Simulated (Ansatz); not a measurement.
```
BP
1.0
    0.00000     2.27418     2.27418
    2.27418     0.00000     2.27418
    2.27418     2.27418     0.00000
P B
1 1
Direct
  0.25000   0.25000   0.25000
  0.00000   0.00000   0.00000
```

No spin polarisation.

Method: Kohn–Sham DFT with the PBE functional, run in Ansatz (a program for electronic structure) with PAW and 420 eV plane waves, no SOC, earlier PAW set. Settings: 12×12×12 k-points, 0.05 eV Fermi–Dirac smearing.

Predict the gap character, band gap and electron mass.


```json
{
 "gap_character": "indirect, Γ → Γ–X (83 % along)",
 "band_gap": "1.25 eV",
 "electron_mass": "1.3 mₑ along k, 0.23 mₑ across (off the special points)"
}
```

Effective masses come from finite differences of ±0.01 Å⁻¹. Along k means along the line from Γ to the band edge. Whether these cells are dynamically stable was not tested. The cell was made from InP by this change: In → B.
